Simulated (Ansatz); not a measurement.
Effective masses and thermopower of BaS2 (C2/c)

```xyz
6
Lattice="4.5451 -2.3495 -0.0124 4.5451 2.3495 -0.0124 -4.1624 0.0000 7.9476" Properties=species:S:1:pos:R:3 pbc="T T T"
Ba     3.5045     1.6944     1.9745
Ba     1.4233    -1.6944     5.9483
S     -0.9725    -0.6716     7.7689
S      5.9003     0.6716     0.1539
S      3.8191    -0.6716     4.1277
S      1.1087     0.6716     3.7951
```

Computed with PBEsol with spin-orbit coupling, rigid bands (plane waves, PAW; Ansatz, a quantum-chemistry and plane-wave program). Condition of this run: spin-orbit coupling switched on. Cell: cell and atoms relaxed with PBEsol.

The band gap comes out as 1.41 eV and the electron conductivity mass (300 K, dilute) is 0.198 (x), 0.66 (y), 6.4 (z) mₑ. The hole conductivity mass (300 K, dilute) comes out as 0.92 (x), 2.5 (y), 7.4 (z) mₑ and the effective density of states N_c (300 K) comes out as 4.5e19 cm⁻³. The effective density of states N_v (300 K) comes out as 2.5e20 cm⁻³ and the density-of-states mass, electrons is 1.48 mₑ. The density-of-states mass, holes comes out as 4.7 mₑ. The Seebeck coefficient, n-type 1e19 cm⁻³, 300 K is -434 μV/K. The best n-type power factor at 300 K for τ = 10 fs (best axis; densities from 1e16 to 1e21 cm⁻³ tried, whether or not they can be reached) comes out as 170 μW/(cm·K²) at 3e20 cm⁻³, the Seebeck coefficient, p-type 1e19 cm⁻³, 300 K comes out as 485 μV/K and the best p-type power factor at 300 K for τ = 10 fs (best axis; densities from 1e16 to 1e21 cm⁻³ tried, whether or not they can be reached) is 28 μW/(cm·K²) at 3e20 cm⁻³.

Rigid bands; masses and Seebeck coefficients take one relaxation time τ for all states and one kind of carrier; polarons and phonon drag are left out.

Formula and space group known from diffraction (Crystallography Open Database), not checked to be the room-temperature form: BaS2 (C2/c).
